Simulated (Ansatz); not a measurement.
## monolayer SnSe₂: band-edge transport data

Here is the system:

```
SnSe2
1.0
    3.94550     0.00000     0.00000
   -1.97275     3.41691     0.00000
    0.00000     0.00000    19.09975
Sn Se
1 2
Cartesian
  0.00000   0.00000   9.54987
  0.00000   2.27794  11.12010
  1.97275   1.13897   7.97965
```

Method: PBE with spin-orbit coupling, rigid bands (plane waves, PAW; Ansatz, a quantum-chemistry and plane-wave program). Condition of this run: biaxial strain +2 % with spin-orbit coupling. Geometry: cell and atoms relaxed with PBE, then loaded as said.

```yaml
band_gap: 0.85 eV
electron conductivity mass (300 K, dilute): 0.36 mₑ
hole conductivity mass (300 K, dilute): 0.52 mₑ
effective density of states N_c (300 K): 1.4e13 cm⁻²
effective density of states N_v (300 K): 5.2e13 cm⁻²
Seebeck coefficient, n-type 1.9e12 cm⁻², 300 K: -340 μV/K
Seebeck coefficient, p-type 1.9e12 cm⁻², 300 K: 442 μV/K
```

Rigid bands; masses and Seebeck coefficients take one relaxation time τ for all states and one kind of carrier; polarons and phonon drag are left out.

Model free-standing layer, not matched to a measured one here: monolayer SnSe2.
